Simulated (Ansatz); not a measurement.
Cubic perovskite SrVO₃, treated with LDA (Ansatz, a quantum-chemistry and plane-wave program, PAW).

Numerical settings: plane-wave cutoff 520 eV, 12×12×12 k mesh, Fermi–Dirac smearing 0.1 eV, perturbation theory, force constants from a 4×4×4 q mesh, no spin polarisation, scalar-relativistic PAW data made under PBE.

Computed at the level's own relaxed cell.

Harmonic phonon frequencies (cm⁻¹; i marks an imaginary mode):

```
q point                                                  frequencies
-------  -----------------------------------------------------------
Γ              0 0 0 169 169 169 345 345 345 381 381 381 598 598 598
R        122 122 122 152 152 152 412 412 412 480 480 480 617 617 790
```

No imaginary mode appears at these points.
